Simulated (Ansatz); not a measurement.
The reference is MgSe in the rock salt structure (space group Fm-3m, No. 225; a = 5.472 Å). Axes: x, y, z lie along the cube axes.

All numbers come from DFT with r2SCAN, PAW potentials and a 500 eV plane-wave cutoff in Ansatz (a program for electronic structure), no spin-orbit coupling.

Base values:

The valley order is X along ⟨100⟩ 2.48 eV; Γ 3.44 eV and the valence-band top at Γ is 0.00, 0.00, 0.00 eV. The smallest direct gap comes out as 3.44 eV.

Modification: compressive biaxial strain of 1.25 % in the plane normal to [111], as in epitaxy on a mismatched substrate; the out-of-plane cell vector and the atoms relax.

Problem. What does the calculation give for the out-of-plane strain, valley order, valence-band top at Γ and smallest direct gap after the change?

Solution. The out-of-plane strain amounts to +0.64 %; the valley order (the lowest conduction-band minima on the path, energy above the VBM, named in the base's zone) becomes X along [010] 2.44 eV; Γ 3.50 eV (base: X along ⟨100⟩ 2.48 eV; Γ 3.44 eV); the valence-band top at Γ (three highest levels, from the VBM) becomes 0.00, 0.00, -0.20 eV (base: 0.00, 0.00, 0.00 eV); the smallest direct gap increases by 0.06 eV (3.44 eV → 3.50 eV).

No phonon test of stability was made.
